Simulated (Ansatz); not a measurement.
## Point defect C_N in wurtzite GaN

The numbers are results of PBE, PAW (plane waves to 420 eV; Ansatz, a quantum-chemistry and plane-wave program), not measurements. The supercell holds 192 host sites (4×2×3 repeats of a cell of 8 atoms), with a 2×2×2 shifted k-point sampling for the final energies. Site at the start: the N site. Charged cells carry a point-charge image correction with potential alignment at far atoms. Dielectric constants: PBE linear response of the host. Host gap at this level: 1.71 eV. A cell of this size leaves errors of a few tenths of an eV. The semilocal functional narrows the gap, so deep levels can fall outside it. Spin–orbit coupling is left out. Each state is the lowest found from its start.

Charges with a result: +1, 0, −1. Others weren't obtained, and one of them could lie lower, also by skipping a charge.

| charge | moment (μB) | largest move off a lattice site (Å) | image correction with alignment (eV) | above the lowest spin state (eV) |
|---|---|---|---|---|
| +1* | not spin-polarised | 0.04 | – | 0.00 |
| +1* | fractional | 0.04 | – | 0.00 |
| 0 | 1.0 | 0.04 | 0.00 | 0.00 |
| −1 | not spin-polarised | 0.03 | 0.14 | 0.00 |

* At this level the carrier isn't localised at the defect: at charge +1 holes occupy the valence band. Such a state is shallow or no state of the defect, and this cell gives it no level.

Transition levels above the valence-band maximum: ε(0/−1) = 0.28 eV. On the lower envelope of the bound states, inside the gap: (0/−1) at 0.28 eV.

Flagged in the runs: a host whose relaxation on this sampling wasn't shown to rest.
